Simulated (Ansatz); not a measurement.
This Ansatz (a quantum-chemistry and plane-wave program) input is the reference run, ScCuO$_{2}$ (space group P6_3/mmc, No. 194), computed with PBEsol/PAW in Ansatz, scalar-relativistic without spin-orbit coupling:

Ansatz 0.2 input:
```yaml
crystal:
  lattice:
    - [3.2028624992, 0, 0]
    - [-1.6014312496, 2.7737602891, 0]
    - [0, 0, 11.2843429612]
  atoms:
    - { symbol: Cu, position: [0.3333333333, 0.6666666667, 0.25] }
    - { symbol: Cu, position: [0.6666666667, 0.3333333333, 0.75] }
    - { symbol: Sc, position: [0, 0, 0] }
    - { symbol: Sc, position: [0, 0, 0.5] }
    - { symbol: O, position: [0.3333333333, 0.6666666667, 0.0894714928] }
    - { symbol: O, position: [0.6666666667, 0.3333333333, 0.5894714928] }
    - { symbol: O, position: [0.3333333333, 0.6666666667, 0.4105285072] }
    - { symbol: O, position: [0.6666666667, 0.3333333333, 0.9105285072] }
basis: { ecutwfc: 420, ecutrho_ratio: 4, xc_grid: 2, fft_grid_basis: typed }
kpoints: { mp_grid: { grid: [12, 12, 3] } }
hamiltonian:
  xc: pbesol
  dispersion: none
  pseudopotentials: { kind: paw }
scf: { occupations: { method: fermi_dirac, width: 0.05 }, convergence: { dr2_threshold: 0.0000000008 } }
output: { forces: true, stress: true }
checkpoint: { write: state.ck, write_every: 1000 }
```

### Question
Write the input for this change: biaxial strain +0.75 %, plane normal [001], relaxed out of plane (Cartesian); in-plane vectors clamped, the third vector and the atoms free.

### Answer
Ansatz 0.2 input:
```yaml
crystal:
  lattice:
    - [3.2268839679, 0, 0]
    - [1.613441984, 2.7945634913, 0]
    - [0, 0, 11.2420266751]
  atoms:
    - { symbol: Cu, position: [0.3333333333, 0.3333333333, 0.25] }
    - { symbol: Cu, position: [0.6666666667, 0.6666666667, 0.75] }
    - { symbol: Sc, position: [0, 0, 0] }
    - { symbol: Sc, position: [0, 0, 0.5] }
    - { symbol: O, position: [0.3333333333, 0.3333333333, 0.0894714928] }
    - { symbol: O, position: [0.6666666667, 0.6666666667, 0.5894714928] }
    - { symbol: O, position: [0.3333333333, 0.3333333333, 0.4105285072] }
    - { symbol: O, position: [0.6666666667, 0.6666666667, 0.9105285072] }
basis: { ecutwfc: 420, ecutrho_ratio: 4, xc_grid: 2, fft_grid_basis: typed }
kpoints: { mp_grid: { grid: [12, 12, 3] } }
hamiltonian:
  xc: pbesol
  dispersion: none
  pseudopotentials: { kind: paw }
scf: { occupations: { method: fermi_dirac, width: 0.05 } }
relax: { f_tol: 0.005, max_steps: 50, cell: { stress_tol: 0.01, fix: [a, b, gamma] } }
output: { forces: true, stress: true }
checkpoint: { write: state.ck, write_every: 1000 }
```
This is the input that was run; other choices of cell and start would serve too.

Whether these cells are dynamically stable was not tested. No Hubbard U is applied. All final runs are without spin polarisation.
